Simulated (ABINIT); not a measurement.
A short convergence ladder for CuPd (Pm-3m, 2 atoms in the cell)

```xyz
2
Lattice="2.9655 0.0000 0.0000 0.0000 2.9655 0.0000 0.0000 0.0000 2.9655" Properties=species:S:1:pos:R:3 pbc="T T T"
Cu     0.0000     0.0000     0.0000
Pd     1.4828     1.4828     1.4828
```

Base method: LDA (PW92), PAW (JTH v2.0 LDA PAW) (plane waves; ABINIT 10.0.3).

Base settings: pseudos = [Cu.LDA_PW-JTH.xml, Pd.LDA_PW-JTH.xml]; ecut = 30 Ha; pawecutdg = 60 Ha; pawxcdev = 0; occopt = 7; tsmear = 0.00367493 Ha; ngkpt = 5 5 5; nshiftk = 1; shiftk = 0 0 0; potentials = JTH v2.0 LDA PAW.

**The force threshold of a relaxation**

On CuPd (P4mm, 2 atoms in the cell): one atom moved by 0.15 angstrom.

In this ladder: ionmov = 2; ntime = 40.

The mesh stays at the base's, so the ladder's end is converged at best in this setting alone.

Only quantities that move along the ladder and can be compared are tabulated.

```tsv
tolmxf	largest force left (eV/Å)	relaxation steps
0.00389 Ha/bohr	0.0403	3
0.00194 Ha/bohr	0.0403	3
0.000972 Ha/bohr	0.0403	3
0.000583 Ha/bohr	0.0011	4
0.000389 Ha/bohr	0.0011	4
0.000194 Ha/bohr	0.0011	4
9.72e-05 Ha/bohr	0.0011	4
3.89e-05 Ha/bohr	0.0011	4
1.94e-05 Ha/bohr	0.0002	5
```

Coarsest tolmxf that holds the largest force left within 0.02 eV/Å of the last step, with all finer ones: 0.000583 Ha/bohr; the step before is off by 0.040 eV/Å.

On the base run: the starting cell comes from a database of computed structures (which also holds hypothetical and non-ambient phases and stackings), without a prior relaxation at this level. Its lattice was rescaled by up to half a per cent. Spin polarisation is off. In the base run, with a pressure of about -8 GPa the cell is away from its equilibrium volume at this level. Without a gap this mesh is coarse (it stands for a supercell whose shortest vector is 15 Å).
